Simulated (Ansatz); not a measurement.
**A computed series for GaN: response to strain**

Take GaN in the zinc blende structure (space group F-43m, No. 216; a = 4.498 Å) as the base. Axes: x, y, z lie along the cube axes.

Strains are applied to the cell and any free atomic positions relax; under biaxial strain the out-of-plane vector relaxes too.

Calculations: plane-wave PAW DFT at the r2SCAN level (Ansatz, a first-principles code, 500 eV), without spin-orbit coupling.

```csv
"biaxial strain, plane normal [001], relaxed out of plane (%)",out-of-plane strain (%)
0,0.00
0.5,-0.54
1,-1.09
1.5,-1.64
2,?
2.5,-2.78
3,-3.36
```

Fit ε⊥ = −νε + γε² (strains in %) to the rows shown and predict the withheld row.

Least squares on the printed values gives ν = 1.07 (the biaxial Poisson response) and γ = -0.016 (largest residual 0.00 %); this predicts -2.21 %, and the run gives -2.21 %, in agreement.

Whether these cells are dynamically stable was not tested. This is not the structure that GaN has at room temperature and ambient pressure.
